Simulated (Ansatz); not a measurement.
Start from GaN (space group P4_2/mnm, No. 136; a = 5.5350 Å, c = 3.2140 Å; a hypothetical phase, not in the database extracts checked).

(Cell as relaxed with PBE.)

Levels (all Ansatz, a quantum-chemistry and plane-wave program, PAW): PBE (420 eV, without spin-orbit coupling); PBEsol (420 eV, spin-orbit coupling left out).

Each level relaxes its own structure.

```csv
quantity,PBE,PBEsol
volume per atom,12.31 Å³,11.91 Å³
lattice parameter a,5.535 Å,5.470 Å
lattice parameter c,3.214 Å,3.183 Å
band gap,1.73 eV,1.87 eV
gap character,"indirect, M–Γ (86 % along) → Γ","indirect, M–Γ (86 % along) → Γ"
electron mass,0.16 mₑ,0.17 mₑ
```

PBE's volume per atom lies 0.40 Å³ above PBEsol's (3.4 %); PBE's lattice parameter a lies 0.065 Å above PBEsol's (1.2 %); PBE's lattice parameter c lies 0.031 Å above PBEsol's (1.0 %); PBE's band gap lies 0.146 eV below PBEsol's; the two agree on the gap character. Neither level is exact; PBEsol is the comparison here, not a measurement.

Masses are band curvatures over ±0.01 Å⁻¹ around the edge. Whether these cells are dynamically stable was not tested.
